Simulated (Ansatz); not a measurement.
GaSe (R3m, No. 160, 4 atoms in the cell; start mp-11342; a measured phase of this formula has another space group): band gap by level of theory

No measured value is used here.

| level (code) | value (eV) | cell (Å³/atom) |
|---|---|---|
| LDA (Ansatz) | 0.78 | 23.37 |
| PBEsol (Ansatz) | 1.03 | 24.85 |
| PBEsol+SOC (Ansatz) | … | 24.45 |
| HSE06 (Ansatz) | 2.26 | 27.40 |
| PBE0 (Ansatz) | 2.65 | 24.83 |

Task: Complete the blanks.

Result: 
- PBEsol+SOC (Ansatz, a first-principles code), value (eV): 0.68 (direct)

Computed values are for a static lattice. Levels without +SOC have no spin–orbit coupling; where heavier elements are present it shifts gaps, mostly down, and can invert bands.  LDA, PBEsol, HSE06, PBE0: the gap is read on the k mesh or supercell of the run alone and can be too large. LDA, PBEsol, HSE06: the relaxation could not lower the start's symmetry, so the cell can be a saddle point above a distorted one. Values are at the level's own relaxed cell; PBEsol+SOC at the PBE-D3(BJ) cell; PBE0 at the PBEsol cell. Cutoffs and k meshes differ between the levels. Ansatz's density-functional and Hartree–Fock values are scalar-relativistic unless marked +SOC, with PAW data made under PBE.

A start named mp-… is a Materials Project structure, which need not be a measured phase.
